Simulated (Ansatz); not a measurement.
The reference is LaB$_{6}$ (space group Pm-3m, No. 221; a = 4.1299 Å). Axes: x, y, z lie along the cube axes.

All numbers come from PBEsol (Ansatz, a program for electronic structure; PAW; 420 eV plane waves; no spin-orbit coupling).

Base values:

The pressure comes out as 0.0 GPa and the shortest interatomic distance comes out as 1.649 Å.

The change: compressive biaxial strain of 0.96 % in the plane normal to [001], as in epitaxy on a mismatched substrate; the out-of-plane cell vector and the atoms relax.

**Question.** Predict the new energy relative to the base, pressure and shortest interatomic distance.

**Answer.** The energy goes up by 3.0 meV/atom; the pressure (mean of the normal stresses, compression positive) goes from zero to 3.4 GPa; the shortest interatomic distance shrinks by 0.018 Å, from 1.649 Å to 1.631 Å.

Without a gap, meshes like the base's 11×11×11 leave anisotropic stresses uncertain by several tenths of a GPa, and small strain energies with them. Stability against distortions was not tested. The final runs are not spin-polarised. An odd electron count without spin: LaB6.
